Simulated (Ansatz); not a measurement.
Structure of amorphous As$_{12}$Se$_{48}$ (periodic cell):

```xyz
60
Lattice="12.0751 0.0000 0.0000 0.0000 12.0751 0.0000 0.0000 0.0000 12.0751" Properties=species:S:1:pos:R:3 pbc="T T T"
As     2.7628     9.8829     7.2213
As     5.5431     5.1754     7.6753
As     8.6211     1.4302     6.4530
As     2.1965    10.5710     2.7861
As     5.6036     9.6784     9.3186
As     8.2919     2.5304     1.5360
As     0.7022     4.5726     8.6741
As     2.4609     4.5758     4.0822
As     7.9062     5.9419     4.9859
As     0.1949     8.3176     4.7485
As    11.6378     1.4915    11.1192
As     7.6043     9.2341     2.9510
Se    10.0134    11.8310     5.2156
Se     1.5601     1.5322     0.3784
Se     6.7844    10.6550    11.2933
Se    11.2935     7.0561     2.8031
Se     9.2940     7.9118     5.5880
Se     9.6675     4.4614     4.0251
Se     9.1784     4.8033     1.6867
Se    11.8299     0.8687     1.9097
Se    11.0981     4.9234    10.3896
Se     7.9167     4.8333     7.1273
Se    11.2153     9.2027     1.7868
Se     3.5593    11.7569     5.8330
Se     5.0646     3.1530     6.4420
Se     4.3525    10.7187     1.6138
Se     6.8801     0.0373     7.7232
Se     0.5177     6.6142    11.1707
Se     9.8934    11.2171     9.0310
Se     2.2199     5.3988     0.1812
Se     5.3789     8.6494     2.0533
Se     6.5342     6.7452    11.8896
Se     4.6759     5.5866     4.0750
Se     0.4528    10.3852     7.1323
Se     5.7464    10.8431     6.0120
Se     0.9097     2.0682     8.8576
Se     4.7654     7.7374    10.6441
Se     9.9243     2.0284     8.3836
Se     7.9997     8.5134     7.5210
Se     6.5141     2.9248    11.9355
Se     3.5996     3.3684     2.2033
Se     7.0351     2.7181     3.6439
Se    11.6764    11.1611    10.6979
Se     8.5393    11.0957     1.6882
Se    12.0332     2.4044     3.7210
Se     1.2138     6.4965     6.1136
Se     3.1194     2.3174    10.0493
Se     2.7381     3.1697     6.1015
Se     1.2641     9.5716     0.7529
Se    11.6192     4.7791     6.5352
Se     3.3944    10.6414     9.5024
Se     8.0745     0.3278    10.3977
Se     3.5367     4.6243    10.4012
Se     4.7953     6.8874     6.0776
Se     0.1549     0.5590     5.4735
Se     9.3916     8.7903     9.3693
Se     7.2022    11.4254     3.8035
Se     2.5240     8.4384     3.9079
Se     7.4822     4.7898    10.8347
Se     5.0340     1.6300     2.9586
```

Computed with PBE, scalar-relativistic without spin-orbit coupling, PAW (Ansatz default set, large-core Se) (plane waves to 420 eV; Ansatz, an electronic-structure program).

Preparation: random packing, a CHGNet melt and quench, and a DFT relaxation. The hot cell started wider than the set density and was brought back towards it in steps. It is the lowest in DFT energy of 4 quenches. It is a model cell: composition and starting density were chosen by hand, and all elements were melted together. No dispersion term was used. Its density started from a set value of 4.42 and ended at 4.42 g/cm³. Cooling (nominally 92 K/ps over its main leg) ran many orders faster than in experiment, which tends to leave more defects and strain. One small periodic cell is one sample of the glass; other quenches scatter about these values. The volume was held where the preparation left it, at a PBE pressure of 1.0 GPa. Stress components on the final sampling reach 1.2 GPa. Cycles of charging lowered its energy after that relaxation.

Neighbours within As-As 2.86 Å, As-Se 2.78 Å, Se-Se 2.68 Å count as bonded.

Give the coordination numbers, mean bond lengths and angles.


- Mean coordination of As = 3.00 (12 with 3)
- Mean coordination of Se = 2.00 (2 with 1, 44 with 2, 2 with 3)
- Mean Se-Se bond = 2.411 Å (spread 0.062 Å, 30 counted)
- Mean As-Se bond = 2.466 Å (spread 0.056 Å, 36 counted)
- Bond angle at As = mean 96.5°, spread 8.9°
- Bond angle at Se = mean 98.0°, spread 11.5°

Which atoms depart from the most common coordination of their element?

Se29 has 3 (Se43 2.44 Å, Se56 2.50 Å, Se52 2.57 Å); Se34 has 1 (As1 2.37 Å); Se36 has 3 (As7 2.52 Å, Se47 2.52 Å, As11 2.69 Å); Se38 has 1 (As3 2.40 Å).
